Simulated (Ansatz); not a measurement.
BeAlNO (model structure, started from the AlSiCN type, P3m1, No. 156, 4 atoms in the cell) was calculated with PBE in Ansatz (plane waves, PAW).

Run with plane-wave cutoff 520 eV, 12×12×8 k mesh (along the axes of the cell as run), Fermi–Dirac smearing 0.01 eV, scalar-relativistic PAW data made under PBE.

Cell (relaxed at this level):

```cif
data_AlBeNO
_chemical_formula_sum 'Al1 Be1 O1 N1'
_space_group_name_H-M_alt 'P 1'
_space_group_IT_number 1
_cell_length_a 3.00206
_cell_length_b 3.00206
_cell_length_c 4.68652
_cell_angle_alpha 90.000
_cell_angle_beta 90.000
_cell_angle_gamma 120.000
loop_
_space_group_symop_operation_xyz
  'x, y, z'
loop_
_atom_site_label
_atom_site_type_symbol
_atom_site_fract_x
_atom_site_fract_y
_atom_site_fract_z
_atom_site_occupancy
Al1 Al 0.33333 0.66667 0.51153 1
Be1 Be 0.66667 0.33333 0.99043 1
O1 O 0.33333 0.66667 0.11382 1
N1 N 0.66667 0.33333 0.63421 1
```

Task: Predict the band gap and bulk modulus.

Result: 
* **band gap**: 4.37 eV (on the SCF k mesh)
* **bulk modulus**: 186 GPa

Note: the bulk modulus is −V dP/dV from two relaxed cells at ±2 % in volume; the relaxation could raise the start's symmetry but not lower it, so the cell can be a saddle point.

The computed numbers hold no vibrational or temperature effects.

A model structure was made by putting elements into a prototype or built by hand; it is no filed structure, need not be a known phase, and can be a saddle point held by its symmetry.

Ansatz is an electronic-structure program.
